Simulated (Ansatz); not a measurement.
Base system: Au in the fcc (Cu type) structure (space group Fm-3m, No. 225; a = 4.083 Å; relaxed with 0.1 eV smearing). Axes: x, y, z lie along the cube axes.

All numbers come from plane-wave PAW DFT at the PBEsol level (Ansatz, an electronic-structure program, 420 eV), no SOC.

Strains are applied to the cell and any free atomic positions relax; under biaxial strain the out-of-plane vector relaxes too.

One change was made to it. Results:

```json
[
 {"quantity": "pressure (mean of the normal stresses, compression positive)", "base": "0.0 GPa", "after": "-0.7 GPa"},
 {"quantity": "energy relative to the base (free energy F)", "base": "0 meV/atom", "after": "+2.7 meV/atom"}
]
```

Task: Which change produced these results?
A. biaxial strain +1.00 %, plane normal [001], relaxed out of plane
B. biaxial strain −2.50 %, plane normal [001], relaxed out of plane
C. biaxial strain −3.00 %, plane normal [001], relaxed out of plane
D. biaxial strain +2.00 %, plane normal [001], relaxed out of plane

Result: D, biaxial strain +2.00 %, plane normal [001], relaxed out of plane. For comparison, the energy relative to the base in the other runs: biaxial strain −3.00 %, plane normal [001], relaxed out of plane gives +10 meV/atom; biaxial strain +1.00 %, plane normal [001], relaxed out of plane gives +0.8 meV/atom; biaxial strain −2.50 %, plane normal [001], relaxed out of plane gives +6.8 meV/atom.

Stability against distortions was not tested.
